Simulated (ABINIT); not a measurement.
Band structure of PtAl2 (Fm-3m, 3 atoms in the cell).

```xyz
3
Lattice="0.0000 2.9441 2.9441 2.9441 0.0000 2.9441 2.9441 2.9441 0.0000" Properties=species:S:1:pos:R:3 pbc="T T T"
Al     1.4720     1.4720     1.4720
Al     4.4161     4.4161     4.4161
Pt     0.0000     0.0000     0.0000
```

Computed with PBE, PAW (JTH v2.0 PBE PAW) (plane waves; ABINIT 10.0.3).

Settings: pseudos = [Al.GGA_PBE-JTH.xml, Pt.GGA_PBE-JTH.xml]; ecut = 571 eV; pawecutdg = 1143 eV; pawxcdev = 0; occopt = 3; tsmear = 0.00499791 Ha; ngkpt = 8 8 8; nshiftk = 1; shiftk = 0 0 0; potentials = JTH v2.0 PBE PAW; kptopt = 1; nstep = 60; tolvrs1 = 1e-11.

The starting cell has typed, rounded lattice constants, without a prior relaxation at this level. Its lattice was rescaled by a random factor within 2.5 % of one. Spin-orbit coupling is off. Spin polarisation is off.

Levels in eV from the Fermi level, bands 5 to 12:
```json
[
 {"point": "Γ", "5": "-3.77", "6": "-3.77", "7": "3.08", "8": "3.82", "9": "3.82", "10": "3.82", "11": "5.44", "12": "5.44"},
 {"point": "X", "5": "-3.84", "6": "-3.47", "7": "-3.26", "8": "-1.64", "9": "-1.64", "10": "3.19", "11": "3.38", "12": "8.16"},
 {"point": "W", "5": "-3.84", "6": "-3.32", "7": "-2.83", "8": "-2.83", "9": "-0.91", "10": "5.25", "11": "5.25", "12": "6.20"},
 {"point": "K", "5": "-4.03", "6": "-3.71", "7": "-3.10", "8": "-2.04", "9": "-0.63", "10": "3.33", "11": "5.45", "12": "6.83"},
 {"point": "L", "5": "-3.76", "6": "-3.54", "7": "-3.54", "8": "1.02", "9": "1.02", "10": "3.82", "11": "5.18", "12": "5.18"},
 {"point": "U", "5": "-4.03", "6": "-3.71", "7": "-3.10", "8": "-2.04", "9": "-0.63", "10": "3.33", "11": "5.45", "12": "6.83"}
]
```

Bands cross the Fermi level along this path, so the cell is metallic at this level.
